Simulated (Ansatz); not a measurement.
Structures of equal composition on the (111)B surface of zinc-blende GaAs (As plane on top): 2x2 Ga adatom at H3; 2x2 Ga adatom at T1; 2x2 Ga adatom at T4. The slabs share one bottom face, and each structure is named by its start. These are constructed structures in small cells; real faces may alloy, dewet or reconstruct in larger ones, and not all known structures of the face are among them. Slabs of about 14 Å with all that they carry, Fermi-Dirac smearing of 0.025 eV. Bottom of the slabs: H caps. Relaxed from the named starts with such symmetry as they have, on meshes of like density; energies extrapolated to zero smearing; no spin-orbit coupling, no U. Spin-polarised runs, if any, are marked in brackets, and their order is one that fits the cell; the others ran without spin. Where a second, spin-polarised start was run, the lower counts.

Host crystal: zinc-blende GaAs, with a band gap (PBE, scalar-relativistic without spin-orbit coupling).

All values below come from r2SCAN, at the PBE geometry (plane waves to 500 eV, PAW; Ansatz, an electronic-structure program).

Problem. Rank these by energy per 1x1 cell (lowest first), as r2SCAN, at the PBE geometry gives it.

Solution. 2x2 Ga adatom at H3 (0.000 eV, a narrow gap of 0.11 eV by band count), 2x2 Ga adatom at T4 (0.010 eV, gap 0.32 eV on the mesh), 2x2 Ga adatom at T1 (0.379 eV, no gap over 0.04 eV on the mesh)
